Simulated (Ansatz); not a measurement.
The parent structure is TiB2 (space group P6/mmm, No. 191).

```
TiB2
1.0
    2.99392     0.00000     0.00000
   -1.49696     2.59281     0.00000
    0.00000     0.00000     3.15953
Ti B
1 2
Direct
  0.00000   0.00000   0.00000
  0.66667   0.33333   0.50000
  0.33333   0.66667   0.50000
```

Cartesian axes are those of the cell as printed.

Computed with plane-wave PAW DFT at the LDA level (Ansatz, a quantum-chemistry and plane-wave program, 420 eV), without spin-orbit coupling.

For the base:

```
Quantity                            Value
-----------------------------  ----------
Shortest interatomic distance  3.266 bohr
```

It is then changed as follows: uniaxial strain ε_xx = −3.00 %, all other strain components held at zero; the atoms relax in the strained cell.

**Question.** How does this affect the shortest interatomic distance and energy relative to the base?

**Answer.** The shortest interatomic distance shrinks by 0.0658 bohr to 3.201 bohr; the energy increases by 17 meV/atom.

The mesh was chosen for an insulator and is coarse for the gapless case. Without a gap, meshes like the base's 13×13×10 leave anisotropic stresses uncertain by several tenths of a GPa, and small strain energies with them. No phonon test of stability was made. All final runs are without spin polarisation.
